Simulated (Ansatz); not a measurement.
**Al (I4/mmm): band-structure transport figures**

Given:

```
Al
1.0
    0.00000     2.04642     1.96644
    2.04642     0.00000     1.96644
    2.04642     2.04642     0.00000
Al
1
Direct
  0.00000   0.00000   0.00000
```

Calculation: PBEsol, rigid bands (plane waves, PAW, scalar-relativistic; Ansatz, an electronic-structure program). Condition of this run: biaxial stress xx = yy = -2 GPa (compression positive) (the target of the relaxation). How the cell was made: cell and atoms relaxed with PBEsol, then loaded as said.

```
Property                                                              Result
------------------------------------  --------------------------------------
density of states at the Fermi level      0.403 states/(eV·cell), both spins
bare Sommerfeld coefficient                        0.95 mJ/(mol of atoms·K²)
Drude plasma energy                          12.6 (x), 12.6 (y), 12.3 (z) eV
root-mean-square Fermi velocity                                    1.6e6 m/s
resistivity times τ                   3.1 (x), 3.1 (y), 3.3 (z) ×10⁻²² Ω·m·s
```

A metal at this level (no band gap); rigid bands, thermally averaged at 300 K, both spins. Spin-orbit coupling is left out. τ is one relaxation time for all states.
